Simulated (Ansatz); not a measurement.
Take TlCl in the CsCl type structure (space group Pm-3m, No. 221; a = 3.7692 Å) as the base. Axes: x, y, z lie along the cube axes.

The values are results of Ansatz (an electronic-structure program) PBEsol, spin-orbit coupling left out, not measurements.

Base values:

- Valley order: X along ⟨100⟩ 1.79 eV; R along ⟨111⟩ 2.19 eV
- Electron mass: 0.14 mₑ along k, 0.27 mₑ across (at X)

Perturbation: the cell is compressed by 3.00 % along z with no lateral relaxation; the atoms relax in the strained cell.

### Question
Predict the new valley order and electron mass.

### Answer
The valley order (the lowest conduction-band minima on the path, energy above the VBM, named in the base's zone) goes from X along ⟨100⟩ 1.79 eV; R along ⟨111⟩ 2.19 eV to X along [001] 1.56 eV; X along [010] 1.76 eV; R along [111] 1.89 eV; the electron mass becomes 0.12 mₑ along k, 0.26 mₑ across (at X) (base: 0.14 mₑ along k, 0.27 mₑ across (at X)).

With Tl present, leaving out spin-orbit coupling can change the band edges. The levels and masses belong to the bands next to the band gap. Masses are band curvatures over ±0.01 Å⁻¹ around the edge. Along k means along the line from Γ to the band edge. Stability against distortions was not tested.
